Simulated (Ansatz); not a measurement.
Input for polar orthorhombic HfO2 with La and Ta, 48 sites:

Ansatz 0.2 input:
```yaml
crystal:
  lattice:
    - [10.670298664, 0.013108563, 0.013308631]
    - [0.012551943, 10.18888969, -0.049149291]
    - [0.006412154, -0.024730443, 5.137275742]
  atoms:
    - { symbol: La, position: [0.256178726, 0.376112892, 0.268394914] }
    - { symbol: Hf, position: [0.266870958, 0.86588435, 0.259155231] }
    - { symbol: Hf, position: [0.767234716, 0.370354154, 0.258728998] }
    - { symbol: Hf, position: [0.763547221, 0.869964416, 0.260244767] }
    - { symbol: Ta, position: [0.485202465, 0.36865874, 0.764070167] }
    - { symbol: Hf, position: [0.483227805, 0.868217292, 0.758757433] }
    - { symbol: Hf, position: [0.98288969, 0.363114427, 0.758326121] }
    - { symbol: Hf, position: [0.980347997, 0.866951698, 0.758223349] }
    - { symbol: Hf, position: [0.230596474, 0.127238863, 0.776539722] }
    - { symbol: Hf, position: [0.230294104, 0.640508597, 0.757143472] }
    - { symbol: Hf, position: [0.731166407, 0.134832534, 0.755112135] }
    - { symbol: Hf, position: [0.73694886, 0.632901429, 0.759944133] }
    - { symbol: Hf, position: [0.012847617, 0.128130117, 0.270987136] }
    - { symbol: Hf, position: [0.014005433, 0.637072253, 0.252774471] }
    - { symbol: Hf, position: [0.514825966, 0.134754522, 0.255354588] }
    - { symbol: Hf, position: [0.520351946, 0.636397962, 0.25266068] }
    - { symbol: O, position: [0.453450935, 0.467269684, 0.104862677] }
    - { symbol: O, position: [0.432623387, 0.964165352, 0.118037822] }
    - { symbol: O, position: [0.934038498, 0.466703531, 0.11045745] }
    - { symbol: O, position: [0.927430117, 0.966919669, 0.112803351] }
    - { symbol: O, position: [0.32936519, 0.468402304, 0.680482541] }
    - { symbol: O, position: [0.317229033, 0.965060801, 0.61699095] }
    - { symbol: O, position: [0.821276501, 0.468684827, 0.611876093] }
    - { symbol: O, position: [0.815576092, 0.968823473, 0.609294956] }
    - { symbol: O, position: [0.0674, 0.023905925, 0.614163826] }
    - { symbol: O, position: [0.076418842, 0.52327183, 0.586639922] }
    - { symbol: O, position: [0.56794855, 0.03032105, 0.609661749] }
    - { symbol: O, position: [0.570335268, 0.521927907, 0.616925217] }
    - { symbol: O, position: [0.183654097, 0.033213302, 0.125757829] }
    - { symbol: O, position: [0.171587958, 0.555065734, 0.088137962] }
    - { symbol: O, position: [0.679939416, 0.035539121, 0.110959529] }
    - { symbol: O, position: [0.689945077, 0.538797479, 0.117807758] }
    - { symbol: O, position: [0.127187468, 0.253326427, 0.535797166] }
    - { symbol: O, position: [0.133528066, 0.766514751, 0.49900741] }
    - { symbol: O, position: [0.63648984, 0.269584375, 0.506183877] }
    - { symbol: O, position: [0.636549462, 0.762737818, 0.508735389] }
    - { symbol: O, position: [0.10003793, 0.254721024, 0.011073884] }
    - { symbol: O, position: [0.113813646, 0.780646743, 0.000100627] }
    - { symbol: O, position: [0.61113923, 0.273031389, 0.000174615] }
    - { symbol: O, position: [0.614576614, 0.769711167, 0.005945632] }
    - { symbol: O, position: [0.373806343, 0.221381195, 0.001327434] }
    - { symbol: O, position: [0.365638955, 0.731624047, 0.006574129] }
    - { symbol: O, position: [0.856136109, 0.234691765, 0.005995292] }
    - { symbol: O, position: [0.863189649, 0.732576396, 0.01025017] }
    - { symbol: O, position: [0.399238755, 0.236858317, 0.527155952] }
    - { symbol: O, position: [0.387498915, 0.729632845, 0.505424658] }
    - { symbol: O, position: [0.882420052, 0.231381006, 0.507262344] }
    - { symbol: O, position: [0.88399367, 0.732414524, 0.511714481] }
basis:
  ecutwfc: 500
  ecutrho_ratio: 4
  xc_grid: 4
kpoints:
  mp_grid: { grid: [2, 2, 4] }
hamiltonian:
  xc: r2scan
  dispersion: none
  pseudopotentials: { kind: paw }
scf:
  n_extra_bands: 35
  occupations: { method: fermi_dirac, width: 0.01 }
  convergence: { dr2_threshold: 0.000000001 }
output:
  eigenstates: { kpoints: [[0, 0, 0]], e_range: [-4, 6], localisation: true }
  eigenvalues: true
```

These are r2SCAN (plane waves to 500 eV, PAW; Ansatz, a first-principles code) values and carry that method's errors. No spin–orbit coupling; the runs are not spin-polarised. Its k-point mesh 2×2×4, Fermi–Dirac width 0.01 eV.

Question: What does the end of the output print (band table and long remarks left out, numbers rounded to eight decimals)?

Answer: 
```
SCF converged after 12 iterations
Free energy (F): -254761.329448 eV
Harris-Foulkes:  -254761.329448 eV  (|F-HF|=9.60e-10)
Internal energy: -254761.329448 eV  (E = F + TS)
E sigma→0 (E₀):  -254761.329448 eV
Fermi energy:    15.626303 eV
--- Per-component energies (eV) ---
  E_band       = -602.877441
  E_kinetic    = 12079.917915
  E_local      = -91303.538383  (includes V_loc(G=0)·N_el)
  E_nonlocal   = -15839.395664
  E_hartree    = 41659.880722
  E_xc         = -6657.140327
  E_vxc        = -7869.872378  (∫ρ·V_xc dr)
  E_paw        = -116296.242501  (= ΣΔE_a)
  E_vpaw       = 18576.272484  (= ΣTr[D̂ρ^β])
  E_aug_tail   = 0.032963  (compensation charges beyond the density's cutoff)
  E_vtau       = 433.948283  (kinetic-family band-sum trace: ∫τ·v_τ [+ j·A + Jᵃ·Aᵃ] dr)
  E_ewald      = -78407.635600
  E_core_change = 2.791429  (= ΣΔE_core)
  E_smearing   = 0.000000  (= −TS)
  E_closure    = 0.000000  (closes the sum)
  Σ components = -254761.329448   (vs F -254761.329448, Δ=0.00e0)
```

Cost: roughly 6 core-minutes.
